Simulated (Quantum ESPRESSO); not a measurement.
Quantum ESPRESSO run on Ge (Fd-3m, 2 atoms in the cell): self-consistent single point.

Computed with PBEsol, PSlibrary ultrasoft (PBE) pseudopotentials (plane waves; Quantum ESPRESSO).

```yaml
crystal:
  lattice:
    - [-2.82012, 0.00000, 2.82012]
    - [0.00000, 2.82012, 2.82012]
    - [-2.82012, 2.82012, 0.00000]
  atoms:
    - { symbol: Ge, position: [0.50000, 0.50000, 0.50000] }
    - { symbol: Ge, position: [0.75000, 0.75000, 0.75000] }
```

Reference input (self-consistent single point, DFT, PBE, plane waves, PSlibrary ultrasoft (PBE) pseudopotentials): ecutwfc = 30 Ry; ecutrho = 180 Ry; occupations = smearing; smearing = fd; degauss = 0.0073499 Ry; potentials = {Ge: Ge.pbe-n-rrkjus_psl.1.0.0.UPF}; K_POINTS = automatic 8 8 8 0 0 0; conv_thr = 1e-10 Ry. This run's input differs from it in these lines:

```diff
@@ -18,2 +18,3 @@
     degauss = 0.0073499,
+    input_dft = 'pbesol',
 /
```

Log, with long lists cut:

```
     Self-consistent Calculation

     iteration #  1     ecut=    30.00 Ry     beta= 0.70

     Threshold (ethr) on eigenvalues was too large:
     Diagonalizing with lowered threshold

     total energy              =     -23.44982484 Ry
     estimated scf accuracy    <       0.03092585 Ry

     iteration #  2     ecut=    30.00 Ry     beta= 0.70

     total energy              =     -23.45056734 Ry
     estimated scf accuracy    <       0.00142523 Ry

     iteration #  3     ecut=    30.00 Ry     beta= 0.70

     total energy              =     -23.45061247 Ry
     estimated scf accuracy    <       0.00001434 Ry

     iteration #  4     ecut=    30.00 Ry     beta= 0.70

     total energy              =     -23.45061577 Ry
     estimated scf accuracy    <       0.00000008 Ry

     iteration #  5     ecut=    30.00 Ry     beta= 0.70

     total energy              =     -23.45061584 Ry
     estimated scf accuracy    <          1.9E-09 Ry

     iteration #  6     ecut=    30.00 Ry     beta= 0.70
     End of self-consistent calculation

     the Fermi energy is     5.8721 ev

!    total energy              =     -23.45061584 Ry
     estimated scf accuracy    <          2.5E-11 Ry
     smearing contrib. (-TS)   =      -0.00027167 Ry
     internal energy E=F+TS    =     -23.45034417 Ry

     convergence has been achieved in   6 iterations

     Forces acting on atoms (cartesian axes, Ry/au):

     atom    1 type  1   force =     0.00000000   -0.00000000    0.00000000
     atom    2 type  1   force =    -0.00000000    0.00000000   -0.00000000

     Total force =     0.000000     Total SCF correction =     0.000000

          total   stress  (Ry/bohr**3)                   (kbar)     P=       22.78
   0.00015485   0.00000000   0.00000000           22.78        0.00        0.00
   0.00000000   0.00015485  -0.00000000            0.00       22.78       -0.00
   0.00000000  -0.00000000   0.00015485            0.00       -0.00       22.78

   JOB DONE.
```

The run converged in 6 iterations. Against the reference run the pressure goes from 4.70 to 2.28 GPa.

The starting cell comes from a database of computed structures (which also holds hypothetical and non-ambient phases and stackings), without a prior relaxation at this level. Its lattice was rescaled by a random factor within 2.5 % of one.
